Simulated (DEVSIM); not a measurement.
abrupt Si n-p junction

System: abrupt Si n-p junction, at 250 K.

| layer (left to right) | material | thickness (μm) | Nd (cm⁻³) | Na (cm⁻³) | τn (s) | τp (s) |
|---|---|---|---|---|---|---|
| 1 | Si | 0.120 | 2.5e17 | - | 4.5e-5 | 4.5e-5 |
| 2 | Si | 0.220 | - | 4.9e17 | 4.5e-5 | 4.5e-5 |

Left contact: ohmic. Right contact: ohmic. Voltage is applied to the left contact. Recombination: SRH at mid-gap, radiative. Mobility is constant in doping.

This is a model device: material constants are rounded textbook-type values typed into the input, and sizes, dopings and lifetimes were drawn at random. Values at 300 K; Nc and Nv go as T^1.5, mobilities as T to minus their exponent, the gap by Varshni's rule with the affinity fixed.

```
parameter               Si
----------------  --------
gap (eV)             1.124
affinity (eV)         4.05
permittivity          11.7
Nc (cm⁻³)          2.86e19
Nv (cm⁻³)           3.1e19
μn (cm²/Vs)           1417
μp (cm²/Vs)            470
T exponent of μn       2.3
T exponent of μp       2.2
B (cm³/s)          4.7e-15
Varshni α (eV/K)  0.000473
Varshni β (K)          636
```

Simulated with DEVSIM: 1D drift-diffusion, Boltzmann statistics, complete ionisation; no tunnelling, impact ionisation, image-force lowering or self-heating.

- Potential step across the device at zero bias: 0.956 V
- Largest field in the device at zero bias: 220000 V/cm
- Dark forward voltage at 1 A/cm²: 0.692 V
- Dark forward voltage at 100 A/cm²: 0.792 V

Dark forward current:

(V (V), J (A/cm²)): (-0.20, -1.5e-10); (-0.25, -1.5e-9); (-0.30, -1.5e-8); (-0.35, -1.5e-7); (-0.40, -1.5e-6); (-0.45, -1.5e-5); (-0.50, -0.00015); (-0.60, -0.015); (-0.65, -0.15); (-0.70, -1.5); (-0.75, -15); (-0.80, -150); (-0.85, -1400); (-0.90, -12000)
